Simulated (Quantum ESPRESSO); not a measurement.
Predicting one run from its neighbours: the pressure against the volume, Ca (Fm-3m, 1 atom in the cell)

```
Ca
1.0
   -2.83330     0.00000     2.83330
    0.00000     2.83330     2.83330
   -2.83330     2.83330     0.00000
Ca
1
Direct
  0.00000   0.00000   0.00000
```

Method of the run: PBE, SSSP 1.1.2 precision (PBE) pseudopotentials (plane waves; Quantum ESPRESSO).

Base settings: ecutwfc = 50 Ry; ecutrho = 400 Ry; occupations = smearing; smearing = gaussian; degauss = 0.019992 Ry; potentials = {Ca: Ca_pbe_v1.uspp.F.UPF}; K_POINTS = automatic 10 10 10 0 0 0; conv_thr = 1e-09 Ry; mixing_beta = 0.3.

The starting cell comes from a database of computed structures (which also holds hypothetical and non-ambient phases and stackings), without a prior relaxation at this level. Its lattice was rescaled by a random factor within 2.5 % of one.

Murnaghan's equation with B′ set to 4 (a common value, assumed and not fitted) makes the pressure a straight line in x = (V₁/V)⁴, here with V₁ = 45.489 Å³/atom: P = a + b·x. The rows are the cell shown with its lattice scaled (for instance lattice scaled by 0.97, lattice scaled by 0.985, lattice scaled by 1.015, lattice scaled by 1.03); fractional positions and shape were held. Pulay stress at this cutoff, if any, shifts all pressures roughly alike and V₀ with them.

| volume (Å³/atom) | (V₁/V)⁴ | pressure (GPa) |
|---|---|---|
| 49.707 | 0.7014 | -2.16 |
| 47.567 | 0.8364 | ? |
| 45.489 | 1.0000 | -1.16 |
| 43.473 | 1.1988 | -0.51 |
| 41.517 | 1.4412 | 0.28 |

**Question.** Fit the line to the 4 rows given and predict the withheld one.

**Answer.** Means: x̄ = 1.0854, ȳ = -0.88750. Σ(x − x̄)(y − ȳ) = 0.9701 and Σ(x − x̄)² = 0.2942, so b = 3.297 and a = ȳ − b·x̄ = -4.4661; P = 0 at x₀ = −a/b = 1.3546, so V₀ = V₁·x₀^(−1/4) = 42.17 Å³/atom and B₀ = 4·b·x₀ = 18 GPa (for B′ = 4 and held positions). The largest residual of the fitted rows is 0.0091. At x = 0.8364 the line gives -1.71 GPa. The run gave -1.71 GPa, a miss of 0.00 GPa. The rows were chosen because the form fits them, the withheld one included, so this shows the method and is no test of the form.

Left out of this page: 5 runs of the series outside the window shown, repeating another row's setting, or not comparable.
